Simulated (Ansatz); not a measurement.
Cells marked so need not be the phases stable at ambient conditions, and some may be hypothetical.

 Where the default PAW files enter, the runs use the earlier of Ansatz's two default sets.

The gap is the functional's own. No spin-orbit coupling. Mid-gap values are interpolated on the energy grid.

A. TlInSe$_{2}$ (I4/mcm, not sure to be the ambient phase, 8 atoms a cell, 27.7 Å³ an atom), along the normal of (110)
B. AlPO₄ (P6_3mc, not sure to be the ambient phase, 12 atoms a cell, 17.4 Å³ an atom, 3 GPa at this level), along the normal of (001)
C. SrZrO3 (I4/mcm, not sure to be the ambient phase, 10 atoms a cell, 13.9 Å³ an atom, -2 GPa at this level), along the normal of (100)

Q: Put the candidates in order of mid-gap decay constant of the slowest evanescent state, lowest first, for PBEsol in Ansatz (a quantum-chemistry and plane-wave program).

A: A (0.12 1/Å), C (0.30 1/Å), B (0.51 1/Å)
